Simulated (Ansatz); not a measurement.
Consider a 16-atom supercell of MgS in the rock salt structure (space group Fm-3m, No. 225; a = 5.182 Å) at its relaxed geometry.

Level of theory: PBEsol (Ansatz, a program for electronic structure; PAW; 420 eV plane waves; no spin-orbit coupling).

One neutral defect a cell, atoms relaxed at fixed cell.

One change was made to it. Results:

| quantity | base | after |
|---|---|---|
| largest displacement of a host atom from its site in the perfect cell | – | 0.19 Å |
| pressure | 0.0 GPa | 1.6 GPa |

**Question.** Which change produced these results?
A) H interstitial (started 2.03 Å from the nearest host atom)
B) Se on a S site
C) Mg vacancy
D) S interstitial (started 1.83 Å from the nearest host atom)

**Answer.** A, H interstitial (started 2.03 Å from the nearest host atom). For comparison, the largest displacement of a host atom from its site in the perfect cell in the other runs: Mg vacancy gives 0.02 Å; Se on a S site gives 0.03 Å; S interstitial (started 1.83 Å from the nearest host atom) gives 1.02 Å.

Other magnetic orders, which the real material may have, were not ruled out. In so small a cell the defect repeats every few ångströms: this is an ordered compound, not a dilute defect. A case with no gap was solved on a k-mesh chosen for an insulator, which is coarse for it. Starting moments died away, wholly or in part, for H interstitial (started 2.03 Å from the nearest host atom), Se on a S site and S interstitial (started 1.83 Å from the nearest host atom); another magnetic solution may exist.
